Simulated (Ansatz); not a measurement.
Where the default PAW files enter, the runs use the earlier of Ansatz's two default sets.

Crystal: WO3 (P-42_1m, not sure to be the ambient phase, 16 atoms a cell, 14.0 Å³ an atom, -2 GPa at this level); planes in its conventional cell.

Computed with PBEsol (plane waves, PAW; Ansatz, an electronic-structure program).

No gap correction and no spin-orbit coupling; mid-gap values are interpolated between computed energies.

```tsv
plane	area of the cell (Å²)	mid-gap κ (1/Å)	largest κ in the gap (1/Å)
(111)	71.1	0.28	0.29
(110)	41.7	…	…
```

Question: The slowest decay depends on the direction. Supply the withheld values.

Answer: 
- (110), mid-gap κ (1/Å): 0.16
- (110), largest κ in the gap (1/Å): 0.19
